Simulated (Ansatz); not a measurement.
The parent structure is W in the bcc (W type) structure (space group Im-3m, No. 229; a = 3.1693 Å).

Method: r2SCAN (Ansatz, an electronic-structure program; PAW; 500 eV plane waves; no spin-orbit coupling).

For the base:

The lattice parameter a comes out as 3.169 Å and the band gap comes out as zero.

Modification: cell and atoms relaxed at a pressure of 1.8 GPa.

Q: Predict the new lattice parameter a and band gap.

A: The lattice parameter a drops by 0.006 Å (3.169 Å → 3.163 Å); the band gap is still zero.

Load acts through the strain it causes; cell and atoms are relaxed under it. Stability against distortions was not tested. All final runs are without spin polarisation.
